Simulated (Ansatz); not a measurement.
Al, pressure series

The reference is Al in the fcc (Cu type) structure (space group Fm-3m, No. 225; a = 3.983 Å).

Cell and atoms are relaxed at each pressure.

Level of theory: LDA (Ansatz, a program for electronic structure, PAW, without spin-orbit coupling).

Notes on the quantities. enthalpy: H = E + PV relative to the base's energy.

```csv
change,enthalpy,density
base,–,2.84 g/cm³
pressure −2 GPa,-0.20 eV/atom,2.77 g/cm³
pressure −1 GPa,-0.10 eV/atom,2.80 g/cm³
pressure 0.9 GPa,+0.09 eV/atom,2.87 g/cm³
pressure 2.1 GPa,+0.20 eV/atom,2.91 g/cm³
pressure 4.5 GPa,+0.43 eV/atom,2.98 g/cm³
pressure 9 GPa,+0.85 eV/atom,3.10 g/cm³
pressure 15 GPa,+1.38 eV/atom,3.24 g/cm³
pressure 22.5 GPa,+2.01 eV/atom,3.39 g/cm³
pressure 30 GPa,+2.61 eV/atom,…
```

What belongs in the blanks?


- pressure 30 GPa, density: 3.53 g/cm³

Load acts through the strain it causes; cell and atoms are relaxed under it. No phonon test of stability was made. Competing high-pressure phases were not computed.
